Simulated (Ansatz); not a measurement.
YN, response to strain

Start from YN in the rock salt structure (space group Fm-3m, No. 225; a = 4.820 Å).

Strains are applied to the cell and any free atomic positions relax.

Method: Kohn–Sham DFT with the LDA functional, run in Ansatz (a quantum-chemistry and plane-wave program) with PAW and 420 eV plane waves, without spin-orbit coupling.

Notes on the quantities. energy relative to the base: free energy F.

| change | pressure | energy relative to the base | shortest interatomic distance | band gap |
|---|---|---|---|---|
| base | 0.0 GPa | 0 meV/atom | 2.410 Å | zero |
| isotropic strain −2.50 % | 16.2 GPa | +49 meV/atom | 2.350 Å | zero |
| isotropic strain −2.00 % | 12.5 GPa | +31 meV/atom | 2.362 Å | zero |
| isotropic strain −1.50 % | 9.1 GPa | +17 meV/atom | 2.374 Å | zero |
| isotropic strain −1.00 % | 5.9 GPa | +7.4 meV/atom | 2.386 Å | zero |
| isotropic strain +1.00 % | -5.1 GPa | +7.0 meV/atom | 2.434 Å | 0.08 eV |
| isotropic strain +1.50 % | -7.4 GPa | +15 meV/atom | 2.446 Å | 0.11 eV |
| isotropic strain +2.00 % | -9.6 GPa | +27 meV/atom | 2.458 Å | 0.13 eV |
| isotropic strain +2.50 % | -11.6 GPa | +41 meV/atom | 2.470 Å | 0.16 eV |
| isotropic strain +3.00 % | -13.4 GPa | +59 meV/atom | 2.482 Å | 0.18 eV |

The mesh was chosen for an insulator and is coarse for the gapless case. Stability against distortions was not tested. All final runs are without spin polarisation. Gaps under 0.05 eV, about the width of the smearing, are given as zero. The zero or small gap of YN can change with the level of theory.
